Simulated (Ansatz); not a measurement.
## Voigt–Reuss–Hill shear modulus of 1T (CdI2-type) PtTe2 at several levels of theory

No measured value is used here.

| level (code) | value (GPa) | cell (Å³/atom) |
|---|---|---|
| LDA (Ansatz) | 42.7 | 23.76 |
| PBE (Ansatz) | ? | 25.97 |
| PBEsol (Ansatz) | ? | 24.27 |
| PBEsol+SOC (Ansatz) | 38.3 | 24.37 |
| PBE-D3(BJ) (Ansatz) | 42.7 | 24.16 |
| PBE-D3(BJ)+SOC (Ansatz) | 41.8 | 24.24 |
| PBE-D4 (Ansatz) | 42.7 | 24.16 |

Question: Complete the blanks.

Answer: 
- PBE (Ansatz, a program for electronic structure), value (GPa): 27.4
- PBEsol (Ansatz), value (GPa): 39.5

Density-functional levels without +SOC have no spin–orbit coupling. LDA: LDA has no dispersion term either, though it tends to give short spacings of layers, chains or molecules. PBE, PBEsol, PBEsol+SOC: the cell comes from a level without a dispersion term, which matters for the spacing of layers, chains or molecules. PBE-D3(BJ), PBE-D4: the dispersion coefficients are held fixed in the derivatives. Each level is taken at its own relaxed cell. Ansatz's density-functional and Hartree–Fock values are scalar-relativistic unless marked +SOC, with PAW data made under PBE.
